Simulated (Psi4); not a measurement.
Psi4 1.11, BP86/def2-svp: Mo(O)(NH)(NMe2)(SH) (C[N](C)[Mo](=[NH])(=[O])[SH]), 15 atoms. The geometry is a generated start, not checked to be a minimum at this level.

```yaml
task: energy
method: bp86
basis: def2-svp
memory: 3 GB
maxiter: 100
keys_of_the_molecule_block: symmetry c1
scf_type: df (default)
guess: auto, which took SAD (default)
scf_initial_accelerator: adiis (default)
e_convergence: 1e-06 (default)
d_convergence: 1e-06 (default)
dft_radial_points: 75 (default)
dft_spherical_points: 302 (default)
effective_core_potentials: those of the basis set, past Kr
basis_functions: 159
grid_points: 320155
```

```xyz
15

Mo     0.8899    -1.0952     0.2323
O      2.3367    -0.7541     0.9334
N      0.7937    -2.0136    -1.2339
H      1.0122    -2.5522    -2.0648
N     -0.0911     0.5060    -0.0024
C     -0.9104     0.9555    -1.1090
C      0.1199     1.5854     0.9449
H     -1.8980     1.2772    -0.7543
H     -0.4362     1.8076    -1.6177
H     -1.0369     0.1395    -1.8239
H      0.6007     2.4473     0.4565
H     -0.8391     1.9204     1.3645
H      0.7603     1.2372     1.7637
S     -0.3352    -2.3089     1.8668
H     -0.9666    -3.1519     1.0439
```

Charge 0 and multiplicity 1 are set for this test and not shown to be the ground state.

One run each on 2 threads. Values of diis_max_vecs tried: 3, 6, 10 (default), 20.

Task: Predict the course of the SCF iterations along this series.

Result: Fewest SCF iterations, within one of each other: 6 with 15, 10 (default) with 14, 20 with 14. The run ends without SCF convergence in 100 iterations at 3.

| diis_max_vecs | SCF iterations | end |
|---|---|---|
| 3 | 100 | no convergence |
| 6 | 15 | same solution |
| 10 (default) | 14 | same solution |
| 20 | 14 | same solution |
